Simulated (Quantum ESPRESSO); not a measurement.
A self-consistent single point of CdAg (R-3m, 2 atoms in the cell) with Quantum ESPRESSO.

Level of theory: PBEsol, SSSP 1.1.2 precision (PBE) pseudopotentials (plane waves; Quantum ESPRESSO 7.5).

```
CdAg
1.0
    1.47505    -0.85162     4.67050
    0.00000     1.70324     4.67050
   -1.47505    -0.85162     4.67050
Cd Ag
1 1
Direct
  0.50000   0.50000   0.50000
  0.00000   0.00000   0.00000
```

Reference input (self-consistent single point, DFT, LDA (PZ), plane waves, GBRV 1.5 ultrasoft (LDA) pseudopotentials): ecutwfc = 40 Ry; ecutrho = 320 Ry; occupations = smearing; smearing = fd; degauss = 0.0036749 Ry; potentials = {Cd: cd_lda_v1.uspp.F.UPF, Ag: ag_lda_v1.4.uspp.F.UPF}; K_POINTS = automatic 10 10 10 0 0 0; conv_thr = 1e-09 Ry; mixing_beta = 0.5. This run's input differs from it in these lines:

```diff
@@ -13,4 +13,4 @@
     ntyp = 2
-    ecutwfc = 40
-    ecutrho = 320
+    ecutwfc = 75
+    ecutrho = 600
     occupations = 'smearing'
@@ -18,2 +18,3 @@
     degauss = 0.0036749
+    input_dft = 'pbesol'
 /
@@ -24,4 +25,4 @@
 ATOMIC_SPECIES
-Cd   112.4140  cd_lda_v1.uspp.F.UPF
-Ag   107.8682  ag_lda_v1.4.uspp.F.UPF
+Cd   112.4140  Cd.pbe-dn-rrkjus_psl.0.3.1.UPF
+Ag   107.8682  Ag_ONCV_PBE-1.0.oncvpsp.upf
 ATOMIC_POSITIONS alat
```

Log, with long lists cut:

```
     Self-consistent Calculation

     iteration #  1     ecut=    75.00 Ry     beta= 0.50

     Threshold (ethr) on eigenvalues was too large:
     Diagonalizing with lowered threshold

     total energy              =    -408.96030756 Ry
     estimated scf accuracy    <       0.01744201 Ry

     iteration #  2     ecut=    75.00 Ry     beta= 0.50

     total energy              =    -408.96474448 Ry
     estimated scf accuracy    <       0.00514622 Ry

     iteration #  3     ecut=    75.00 Ry     beta= 0.50

     total energy              =    -408.96583587 Ry
     estimated scf accuracy    <       0.00031036 Ry

   [... 3 blocks of this kind left out ...]

     iteration #  7     ecut=    75.00 Ry     beta= 0.50

     total energy              =    -408.96590594 Ry
     estimated scf accuracy    <       0.00000002 Ry

     iteration #  8     ecut=    75.00 Ry     beta= 0.50
     End of self-consistent calculation

     Number of k-points >= 100: set verbosity='high' to print the bands.

     the Fermi energy is    15.8386 ev

!    total energy              =    -408.96590595 Ry
     estimated scf accuracy    <          3.3E-10 Ry
     smearing contrib. (-TS)   =      -0.00046460 Ry
     internal energy E=F+TS    =    -408.96544135 Ry

     convergence has been achieved in   8 iterations

     Forces acting on atoms (cartesian axes, Ry/au):

     atom    1 type  1   force =    -0.00000000   -0.00000000   -0.00000000
     atom    2 type  2   force =    -0.00000000   -0.00000000   -0.00000000

     Total force =     0.000000     Total SCF correction =     0.000000

          total   stress  (Ry/bohr**3)                   (kbar)     P=       31.20
   0.00022334  -0.00000000   0.00000000           32.86       -0.00        0.00
  -0.00000000   0.00022334   0.00000000           -0.00       32.86        0.00
  -0.00000000   0.00000000   0.00018959           -0.00        0.00       27.89

   JOB DONE.
```

The run converged in 8 iterations. Against the reference run the pressure goes from -1.88 to 3.12 GPa.

The starting cell comes from a database of computed structures (which also holds hypothetical and non-ambient phases and stackings), without a prior relaxation at this level. Its lattice was rescaled by a random factor within 2.5 % of one. With a pressure of about 3 GPa the cell is away from its equilibrium volume at this level.

Cost on one core of a shared machine: roughly 5 min.
